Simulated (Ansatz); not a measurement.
# SnO: uniaxial strain ε_yy = +1.24 %

Take SnO (space group P4/nmm, No. 129; a = 3.7685 Å, c = 4.5571 Å; layered, stacked along the Cartesian z axis; relaxed with 0.1 eV smearing) as the base. Axes: x, y, z lie along a, b, c of the conventional cell.

Modification: the cell is stretched by 1.24 % along y with no lateral relaxation; the atoms relax in the strained cell.

All numbers come from Ansatz (an electronic-structure program), PBEsol-D3(BJ), PAW, cutoff 420 eV, no SOC. k-mesh 15×15×13 (Γ-centred); smearing 0.1 eV (Fermi–Dirac).

The volume per atom increases by 0.20 Å³ (16.18 Å³ → 16.38 Å³) and the space group goes from P4/nmm (No. 129) to Pmmn (No. 59). The energy rises by 0.8 meV/atom and the pressure (mean of the normal stresses, compression positive) goes from zero to -0.8 GPa. The band gap is still zero and the largest internal atomic displacement amounts to 0.011 Å. The stress (xx, yy, zz, yz, xz, xy; compression positive) is (-1.0, -1.2, -0.2, 0.0, 0.0, 0.0) GPa.

Final structure:

```xyz
4
Lattice="3.7685 0.0000 0.0000 0.0000 3.8152 0.0000 0.0000 0.0000 4.5571" Properties=species:S:1:pos:R:3 pbc="T T T"
Sn     1.8843     0.0000     1.1490
Sn     0.0000     1.9076     3.4081
O      0.0000     0.0000    -0.0108
O      1.8843     1.9076     0.0108
```

Whether these cells are dynamically stable was not tested. All final runs are without spin polarisation. The zero or small gap of SnO can change with the level of theory.
